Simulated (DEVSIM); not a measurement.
Device: abrupt Si p-n junction, at 250 K.

```
layer (left to right)  material  thickness (μm)  Nd (cm⁻³)  Na (cm⁻³)  τn (s)  τp (s)
---------------------  --------  --------------  ---------  ---------  ------  ------
1                            Si            23.0          -     1.2e17    1e-6    1e-6
2                            Si            65.0     2.3e15          -    1e-6    1e-6
```

Left contact: ohmic. Right contact: ohmic. Voltage is applied to the left contact. Recombination: SRH at mid-gap. Mobility is μmin + (μ − μmin)/(1 + (N/Nref)^α).

This is a model device: material constants are rounded textbook-type values typed into the input, and sizes, dopings and lifetimes were drawn at random. Values at 300 K; Nc and Nv go as T^1.5, mobilities as T to minus their exponent, the gap by Varshni's rule with the affinity fixed.

```
parameter               Si
----------------  --------
gap (eV)             1.124
affinity (eV)         4.05
permittivity          11.7
Nc (cm⁻³)          2.86e19
Nv (cm⁻³)           3.1e19
μn (cm²/Vs)           1417
μp (cm²/Vs)            470
μn,min                  52
μp,min                  45
Nref,n              9.7e16
Nref,p              2.2e17
αn                    0.68
αp                    0.72
T exponent of μn       2.3
T exponent of μp       2.2
Varshni α (eV/K)  0.000473
Varshni β (K)          636
```

DEVSIM, 1D drift-diffusion, Boltzmann statistics, complete ionisation; no tunnelling, impact ionisation, image-force lowering or self-heating.

The temperature was swept, all else fixed.

```tsv
temperature (K)	dark forward voltage at 100 A/cm² (V)	dark forward voltage at 1 A/cm² (V)	potential step across the device at zero bias (V)
250	0.952	0.742	0.825
300	0.917	0.643	0.737
350	0.886	0.541	0.645
400	?	?	0.550
450	0.840	0.334	0.453
500	0.826	0.230	0.354
```

### Question
Complete the blanks.

### Answer

- 400, dark forward voltage at 100 A/cm² (V): 0.860
- 400, dark forward voltage at 1 A/cm² (V): 0.438
